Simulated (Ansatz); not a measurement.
## A constructed model of the (110) surface of bcc Nb, a cell of two sites (a+b, b-a) surface alloy, Ti on one Nb site of the top plane (bottom of the slab: a bare face, its two planes held)

The numbers are results of PBE (plane waves to 420 eV, PAW; Ansatz, an electronic-structure program), not measurements.

Model: 12-atom slab, 11.7 Å thick at the start, 11x8x1 mesh, Fermi-Dirac 0.1 eV, dipole correction, 4 atoms held, the rest relaxed; start symmetry kept, larger cells not searched; no spin, no spin-orbit, no U. It is one candidate, not shown to be the stable structure of the face.

```yaml
work_function_of_the_top_face: 4.34 eV
energy_released_by_relaxation: 0.082 eV
cost: very roughly 9 core-minutes
```
